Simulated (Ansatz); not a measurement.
## Ir: uniaxial strain ε_zz = −2.00 %

Take Ir in the fcc (Cu type) structure (space group Fm-3m, No. 225; a = 3.8311 Å; relaxed with 0.1 eV smearing) as the base. Axes: x, y, z lie along the cube axes.

One thing is altered: the cell is compressed by 2.00 % along z with no lateral relaxation, atoms relaxed at fixed cell.

The values are results of Ansatz (a program for electronic structure), PBEsol, PAW, cutoff 420 eV, scalar-relativistic without spin-orbit coupling, not measurements. Γ-centred 29×29×29 mesh, Fermi–Dirac width 0.1 eV.

* **Volume per atom**: 13.78 Å³ (base 14.06 Å³)
* **Space group**: I4/mmm (No. 139) (base Fm-3m (No. 225))
* **Shortest interatomic distance**: 2.682 Å (base 2.709 Å)
* **Energy relative to the base (free energy F)**: +12 meV/atom
* **Pressure (mean of the normal stresses, compression positive)**: 8.3 GPa (base 0.0 GPa)
* **Band gap**: zero (base zero)
* **Stress (xx, yy, zz, yz, xz, xy; compression positive)**: (5.6, 5.6, 13.7, 0.0, 0.0, 0.0) GPa

Final structure:

```yaml
crystal:
  lattice:
    - [0.00000, 1.91555, 1.87724]
    - [1.91555, 0.00000, 1.87724]
    - [1.91555, 1.91555, 0.00000]
  atoms:
    - { symbol: Ir, position: [0.00000, 0.00000, 0.00000] }
```

Stability against distortions was not tested. The final runs are not spin-polarised.
